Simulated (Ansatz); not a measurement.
Take Al2Cu (space group I4/mcm, No. 140) as the base.

```yaml
crystal:
  lattice:
    - [-3.00291, 3.00291, 2.39485]
    - [3.00291, -3.00291, 2.39485]
    - [3.00291, 3.00291, -2.39485]
  atoms:
    - { symbol: Al, position: [0.65905, 0.15905, 0.81810] }
    - { symbol: Al, position: [0.84095, 0.65905, 0.50000] }
    - { symbol: Al, position: [0.15905, 0.34095, 0.50000] }
    - { symbol: Al, position: [0.34095, 0.84095, 0.18190] }
    - { symbol: Cu, position: [0.25000, 0.25000, 0.00000] }
    - { symbol: Cu, position: [0.75000, 0.75000, 0.00000] }
```

Cartesian axes are those of the cell as printed.

All numbers come from r2SCAN (Ansatz, a first-principles code, PAW, no SOC).

Base values:

The pressure is 0.0 GPa, the band gap is zero and the shortest interatomic distance is 2.395 Å.

Modification: the cell is compressed by 0.36 % along x with no lateral relaxation; the atoms relax in the strained cell.

What happens to the energy relative to the base, pressure, band gap and shortest interatomic distance?

The energy is nearly the same; the pressure (mean of the normal stresses, compression positive) goes from zero to 0.4 GPa; the band gap stays zero; the shortest interatomic distance is still 2.395 Å.

Without a gap, meshes like the base's 12×12×12 leave anisotropic stresses uncertain by several tenths of a GPa, and small strain energies with them. Whether these cells are dynamically stable was not tested. All final runs are without spin polarisation.
